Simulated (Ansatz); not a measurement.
```
AlN
1.0
    3.12077     0.00000     0.00000
   -1.56039     2.70267     0.00000
    0.00000     0.00000    10.11175
Al N
4 4
Direct
  0.00000   0.00000   0.00141
  0.00000   0.00000   0.50141
  0.66667   0.33333   0.75033
  0.33333   0.66667   0.25033
  0.00000   0.00000   0.81194
  0.00000   0.00000   0.31194
  0.66667   0.33333   0.56195
  0.33333   0.66667   0.06195
```

Relaxed-ion tensors in this frame from PBE in Ansatz (a first-principles code). Proper piezoelectric stress tensor e (C/m²):

```
 0.00   0.00   0.00   0.00   0.28   0.00
 0.00   0.00   0.00   0.28   0.00   0.00
 0.41   0.41  -0.94   0.00   0.00   0.00
```

Stiffness C (GPa):

```
 370   133  84.2   0.0   0.0   0.0
 133   370  84.2   0.0   0.0   0.0
84.2  84.2   396   0.0   0.0   0.0
 0.0   0.0   0.0   106   0.0   0.0
 0.0   0.0   0.0   0.0   106   0.0
 0.0   0.0   0.0   0.0   0.0   118
```

The cell was generated from a structure type, relaxed within its symmetry, and need not be the phase found at ambient conditions.

Obtain the piezoelectric strain tensor d.

d = e S with S = C⁻¹, in pC/N:

```
 0.0   0.0   0.0   0.0   2.6   0.0
 0.0   0.0   0.0   2.6   0.0   0.0
 1.3   1.3  -2.9   0.0   0.0   0.0
```
Away from Γ the polar cell without biaxial strain shows no imaginary mode on a 2×2×2 mesh.
